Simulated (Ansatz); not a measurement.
Input:

End structure of a constructed model of the (110) surface of bcc Nb, a cell of two sites (a+b, b-a) layer of Br, one a cell, on the site that continues the host's stacking (bottom of the slab: a bare face, its two planes held):

```xyz
13
Lattice="1.9115 2.7033 0.0000 -3.8231 2.7033 0.0000 0.0000 0.0000 30.5000" Properties=species:S:1:pos:R:3 pbc="T T T"
Nb     0.9558     1.3517     8.1702
Nb    -1.9115     1.3517     8.1702
Nb     0.0000     0.0000    10.5114
Nb    -0.9558     2.7033    10.5114
Nb     0.9558     1.3517    12.8547
Nb    -1.9115     1.3517    12.8398
Nb     0.0000     0.0000    15.1860
Nb    -0.9558     2.7033    15.2103
Nb     0.9558     1.3517    17.4854
Nb    -1.9115     1.3517    17.5638
Nb     0.0000     0.0000    19.8267
Nb    -0.9558     2.7033    19.8557
Br     0.9558     1.3517    21.9053
```

Model: 13-atom slab, 14.2 Å thick at the start, 11x8x1 mesh, Fermi-Dirac 0.1 eV, dipole correction, 4 atoms held, the rest relaxed; symmetry of the start imposed; no spin, no spin-orbit, no U. It is one candidate, not shown to be the stable structure of the face.

What is the computed work function of the top face (PBE in Ansatz, a quantum-chemistry and plane-wave program)?

3.80 eV
